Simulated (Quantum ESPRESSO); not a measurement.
## σxx against uniaxial strain in bcc W (space group 229): C11 (Quantum ESPRESSO, LDA)

```
W
1.0
   -1.54513     1.56866     1.56866
    1.54513    -1.56866     1.56866
    1.54513     1.56866    -1.56866
W
1
Cartesian
  0.00000   0.00000   0.00000
```

Computed with LDA (PZ), GBRV 1.5 ultrasoft (LDA) pseudopotentials (plane waves; Quantum ESPRESSO 7.5). Settings: ecutwfc = 52 Ry; ecutrho = 416 Ry; occupations = smearing; smearing = fd; degauss = 0.0036749 Ry; potentials = {W: w_lda_v1.2.uspp.F.UPF}; K_POINTS = automatic 38 38 38 0 0 0; conv_thr = 1e-10 Ry; mixing_beta = 0.4. The cell above is the first row's. The rows stretch one cube axis (x) by the strain ε and hold the other two. Stress is positive in tension. In all rows the k mesh is held.

| ε (%) | σxx (GPa) |
|---|---|
| -1.5 | ? |
| -1.0 | -5.58 |
| -0.5 | -2.57 |
| 0.0 | 0.35 |
| 0.5 | 3.17 |
| 1.0 | 5.89 |
| 1.5 | 8.52 |
| 2.0 | 11.04 |

Question: Using a parabola, estimate the missing σxx at ε = -1.5 from the other rows, showing the fit.

Answer: Least squares gives σxx = 0.350 + 5.7367·ε - 0.1952·ε². Residuals (row less fit): 0.002, -0.003, 0.000, 0.000, -0.002, 0.004, -0.003; standard error 0.003 (degrees of freedom: 4). The slope at ε = 0, 5.7367 GPa per cent, gives C11 ≈ 100 × 5.7367 = 574 GPa, for the static lattice. At the withheld row, σxx = 0.350 + 5.7367 × (-1.5) - 0.1952 × (-1.5)² = -8.694 GPa. The calculation gives -8.71 GPa, 0.016 GPa below the prediction (0.1 % of the range of σxx in the table). The row lies outside the fitted rows, so this is an extrapolation. From the scatter of the fitted rows alone, a prediction at this place has a standard error of 0.006 GPa, so the miss is 2.8 times that.

Carrying the step between the two nearest rows on in a straight line would have given -8.59, off by 0.12; series whose last step already gives the withheld value aren't shown. The reference cell has the volume at which an earlier scan in this program and functional put its minimum by a fit. The unstrained cell stands at a pressure of -0.35 GPa, and the constants belong to that pressure. Spin polarisation is off. Spin-orbit coupling is off. Without a gap such slopes are sensitive to mesh and smearing. Cutoffs and mesh are single choices, not tested for convergence of this quantity. Series with a scatter that would blur these digits, or in which a gap closes, are not shown. Strain series were run only where this level's volume lies within 10 % of a first guess from the measured size.
